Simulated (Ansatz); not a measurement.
# Pressure series in MoSi2

Consider MoSi$_{2}$ (space group I4/mmm, No. 139).

```
MoSi2
1.0
   -1.60846     1.60846     3.93652
    1.60846    -1.60846     3.93652
    1.60846     1.60846    -3.93652
Mo Si
1 2
Direct
  0.00000   0.00000   0.00000
  0.33511   0.33511   0.00000
  0.66489   0.66489   0.00000
```

Cell and atoms are relaxed at each pressure.

Method: PBE, PAW, 420 eV (Ansatz, a program for electronic structure; no spin-orbit coupling).

Notes on the quantities. enthalpy: H = E + PV relative to the base's energy.

```
variant                enthalpy  lattice parameter a
----------------  -------------  -------------------
base                          –              3.217 Å
pressure −2 GPa   -0.17 eV/atom              3.228 Å
pressure −1 GPa   -0.08 eV/atom              3.223 Å
pressure 0.3 GPa  +0.03 eV/atom              3.215 Å
pressure 0.7 GPa  +0.06 eV/atom              3.213 Å
pressure 1.5 GPa  +0.13 eV/atom              3.209 Å
pressure 3 GPa    +0.25 eV/atom              3.201 Å
pressure 5 GPa    +0.42 eV/atom              3.190 Å
pressure 7.5 GPa  +0.62 eV/atom              3.178 Å
pressure 10 GPa   +0.83 eV/atom              3.167 Å
```

Load acts through the strain it causes; cell and atoms are relaxed under it. Stability against distortions was not tested. Competing high-pressure phases were not computed. The final runs are not spin-polarised.
